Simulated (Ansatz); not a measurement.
Start from Hf in the hcp (Mg type) structure (space group P6_3/mmc, No. 194; a = 3.204 Å, c = 5.073 Å; relaxed with 0.1 eV smearing). Axes: x lies along a and z along c of the hexagonal cell.

(Cell as relaxed with PBE.)

Levels (all Ansatz, an electronic-structure program, PAW): PBE (420 eV, no spin-orbit coupling); r2SCAN (500 eV, spin-orbit coupling left out).

Each level relaxes its own structure.

| base | PBE | r2SCAN |
|---|---|---|
| volume per atom | 22.55 Å³ | 22.36 Å³ |
| lattice parameter a | 3.204 Å | 3.198 Å |
| band gap | zero | zero |

One thing is altered: compressive biaxial strain of 0.65 % in the plane normal to [001], as in epitaxy on a mismatched substrate; the out-of-plane cell vector and the atoms relax.

| quantity | PBE | r2SCAN |
|---|---|---|
| out-of-plane strain | +0.45 % | [?] |
| mean in-plane stress (compression positive) | +1.3 GPa | [?] |

Problem. Given the PBE results, estimate those of r2SCAN.

Solution. 
- out-of-plane strain, r2SCAN: +0.42 %
- mean in-plane stress (compression positive), r2SCAN: +1.5 GPa

PBE's out-of-plane strain lies 0.036 % above r2SCAN's; PBE's in-plane stress lies 0.13 GPa below r2SCAN's. Neither level is exact; r2SCAN is the comparison here, not a measurement.

Whether these cells are dynamically stable was not tested. The final runs are not spin-polarised.
